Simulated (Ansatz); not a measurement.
Consider PbS in the rock salt structure (space group Fm-3m, No. 225; a = 5.845 Å). Axes: x, y, z lie along the cube axes.

The values are results of LDA (Ansatz, an electronic-structure program, PAW, scalar-relativistic without spin-orbit coupling), not measurements.

Perturbation: the cell is scaled by 0.9750 in all directions; the atoms relax in the strained cell.

Predict the stress tensor and what it implies for the stiffness.

Stress of the strained cell less that of the base (GPa, compression positive):
```
   5.74    0.00    0.00
   0.00    5.74    0.00
   0.00    0.00    5.74
```

Then B = −ΔP/(ΔV/V₀) with ΔV/V₀ = -0.0731 gives secant stiffness values (nonlinear terms included at this strain): B ≈ 79 GPa.

As a check, the harmonic strain energy −½ V₀ Δσ:ε is 34 meV/atom; the computed energy rise is 31 meV/atom.

No phonon test of stability was made.
